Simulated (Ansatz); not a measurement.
Al on the Zn site (wurtzite ZnO host)

The numbers are results of PBE, PAW (plane waves to 420 eV; Ansatz, a quantum-chemistry and plane-wave program), not measurements. The supercell holds 192 host sites (4×2×3 repeats of a cell of 8 atoms), with a 2×2×2 shifted k-point sampling for the final energies. Site at the start: the Zn site. Charged cells carry a point-charge image correction with potential alignment at far atoms. Dielectric constants: PBE linear response of the host. Host gap at this level: 0.74 eV. These values are not converged in cell size to better than tenths of an eV. PBE underestimates the host's gap, which shifts levels and can delocalise carriers. Spin–orbit coupling is left out. Each state is the lowest found from its start.

Formation energies E_f are given with the Fermi level at the valence-band maximum. Chemical conditions: O-rich (Δμ(Zn) = -2.85 eV, Δμ(Al) = -7.45 eV, bounded by corundum; only phases computed here count, gases as isolated molecules at 0 K); Zn-rich (Δμ(Zn) = 0.00 eV, Δμ(Al) = -3.18 eV, bounded by corundum; only phases computed here count, gases as isolated molecules at 0 K). Reference phases: Al: fcc Al, Zn: hcp Zn.

Charges with a result: +1, 0, −1. Others weren't obtained, and one of them could lie lower, also by skipping a charge.

```json
[
 {"charge": "+1", "moment (μB)": "not spin-polarised", "largest move off a lattice site (Å)": "0.19", "image correction with alignment (eV)": "0.12", "E_f, O-rich (eV)": "0.02", "E_f, Zn-rich (eV)": "-1.40"},
 {"charge": "0*", "moment (μB)": "quenched", "largest move off a lattice site (Å)": "0.19", "image correction with alignment (eV)": "–", "E_f, O-rich (eV)": "–", "E_f, Zn-rich (eV)": "–"},
 {"charge": "−1*", "moment (μB)": "not spin-polarised", "largest move off a lattice site (Å)": "0.19", "image correction with alignment (eV)": "–", "E_f, O-rich (eV)": "–", "E_f, Zn-rich (eV)": "–"}
]
```

* At this level the carrier isn't localised at the defect: at charge 0 electrons occupy the conduction band; at charge −1 electrons occupy the conduction band. Such a state is shallow or no state of the defect, and this cell gives it no level.

Starting moments that weren't kept: charge 0 began with 1 μB and ended with 0.0.

Flagged in the runs: a doubtful potential alignment, a host whose relaxation on this sampling wasn't shown to rest.
